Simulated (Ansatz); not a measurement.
# Short convergence ladders for Zr₂Ga (Fmm2, 6 atoms in the cell)

```xyz
6
Lattice="-3.3279 3.3279 2.7281 3.3279 -3.3279 2.7281 3.3279 3.3279 -2.7281" Properties=species:S:1:pos:R:3 pbc="T T T"
Zr     1.0594     4.3874     0.0000
Zr     2.3039    -1.0241     2.7281
Zr     2.3039     1.0241     0.0000
Zr     1.0241     2.3039     2.7281
Ga     0.0000     0.0000     1.3641
Ga     0.0000     0.0000     4.0922
```

Base method: PBEsol, default PAW files made with PBE (plane waves; Ansatz, a program for electronic structure).

Base settings: basis.ecutwfc = 30.9 Ry; kpoints.mp_grid.grid = 3 3 3; hamiltonian.xc = pbesol; hamiltonian.pseudopotentials = {kind: paw} (the program's default PAW files); scf.occupations.method = gaussian; scf.occupations.width = 0.0073 Ry.

The count of work is k-points × plane waves × bands × iterations; it is no time. 

**The cutoff for other potential files**

Level: DFT, PBEsol, plane waves, harder PAW files (source: ansatz) made with PBE.

In this ladder: hamiltonian.pseudopotentials = {kind: paw, source: ansatz}.

The second cell is the first with its lattice scaled by 0.98.

The mesh stays at the base's, so the ladder's end is converged at best in this setting alone.

The first pressure column holds Ansatz's estimate of the finite-basis (Pulay) stress, which hides part of the cutoff error; the other is without it.

Only quantities that move along the ladder and can be compared are tabulated.

| basis.ecutwfc | free energy less the last step's (meV/atom) | energy of the compressed cell less the first (meV/atom) | pressure (GPa) | pressure without the Pulay estimate (GPa) | largest difference of a force vector from the last step's (eV/Å) | count of work / last |
|---|---|---|---|---|---|---|
| 33.8 Ry | 13832.18 | 76.35 | -3.93 | -622.72 | 0.082 | 0.11 |
| 41.2 Ry | 2142.66 | 12.82 | -2.39 | -121.01 | 0.013 | 0.14 |
| 52.6 Ry | 105.44 | 12.17 | -1.94 | -10.21 | 0.001 | 0.21 |
| 63.6 Ry | 3.48 | 12.45 | -1.91 | -2.32 | 0.000 | 0.28 |
| 75 Ry | 0.22 | 12.55 | -1.91 | -1.91 | 0.000 | 0.36 |
| 90 Ry | 0.15 | 12.55 | -1.91 | -1.91 | 0.000 | 0.46 |
| 112.5 Ry | 0.07 | 12.55 | -1.91 | -1.91 | 0.000 | 0.66 |
| 149.9 Ry | 0.00 | 12.55 | -1.91 | -1.91 | 0.000 | 1.0 |

Coarsest basis.ecutwfc that holds the forces within 0.02 eV/Å of the last step, with all finer ones: 41.2 Ry, at 0.14 of the last step's count of work; the step before is off by 0.082 eV/Å.

Coarsest basis.ecutwfc that holds the pressure without the Pulay estimate within 0.2 GPa of the last step, with all finer ones: 75 Ry, at 0.36 of the last step's count of work; the step before is off by 0.40 GPa.

Coarsest basis.ecutwfc that holds the pressure within 0.05 GPa of the last step, with all finer ones: 52.6 Ry, at 0.21 of the last step's count of work; the step before is off by 0.48 GPa.

The energy difference between the two cells stays within 1 meV/atom of the last step's from 41.2 Ry on, the total only from 75 Ry on: much of the error is common to both cells and cancels.

At the lowest cutoff the pressure without the Pulay estimate lies 621 GPa under the last step's, the usual sign of Pulay stress in an incomplete plane-wave basis.

**The density cutoff**

The second cell is the first with its lattice scaled by 0.98.

The mesh stays at the base's, so the ladder's end is converged at best in this setting alone.

Only quantities that move along the ladder and can be compared are tabulated.

```tsv
basis.ecutrho_ratio	free energy less the last step's (meV/atom)	energy of the compressed cell less the first (meV/atom)	pressure (GPa)
2	-5.81	12.54	-1.67
3	-0.07	12.19	-1.95
4	0.00	12.19	-1.95
5	0.00	12.19	-1.95
6	0.00	12.19	-1.95
8	0.00	12.19	-1.95
10	0.00	12.19	-1.95
12	0.00	12.19	-1.95
16	0.00	12.19	-1.95
```

Coarsest basis.ecutrho_ratio that holds the pressure within 0.2 GPa of the last step, with all finer ones: 3; the step before is off by 0.28 GPa.

Coarsest basis.ecutrho_ratio that holds the free energy within 5 meV/atom of the last step, with all finer ones: 3; the step before is off by 5.8 meV/atom.

Coarsest basis.ecutrho_ratio that holds the energy of the compressed cell less the first within 0.2 meV/atom of the last step, with all finer ones: 3; the step before is off by 0.35 meV/atom.

The energy difference between the two cells stays within 1 meV/atom of the last step's from 2 on, the total only from 3 on: much of the error is common to both cells and cancels.

**The relaxed cell against the cutoff**

On Zr2Ga (I4/mcm, 6 atoms in the cell): atoms on their sites.

In this ladder: relax = cell and atoms.

The mesh stays at the base's, so the ladder's end is converged at best in this setting alone.

Only quantities that move along the ladder and can be compared are tabulated.

```csv
basis.ecutwfc,relaxed volume (Å³/atom),relaxation steps
15.4 Ry,19.799,78
18.4 Ry,19.995,17
21.7 Ry,19.830,11
26.1 Ry,19.812,8
30.9 Ry,19.808,6
37.1 Ry,19.808,6
46.3 Ry,19.808,6
61.7 Ry,19.808,6
```

Coarsest basis.ecutwfc that holds the relaxed volume within 0.04 Å³/atom of the last step, with all finer ones: 21.7 Ry; the step before is off by 0.19 Å³/atom.

On the base run: the starting cell comes from a database of computed structures (which also holds hypothetical and non-ambient phases and stackings), without a prior relaxation at this level. Its lattice was rescaled by up to half a per cent. One atom was moved a little off its site on purpose. Without a gap this mesh is coarse (it stands for a supercell whose shortest vector is 16 Å).

Keys are those of Ansatz 0.2.
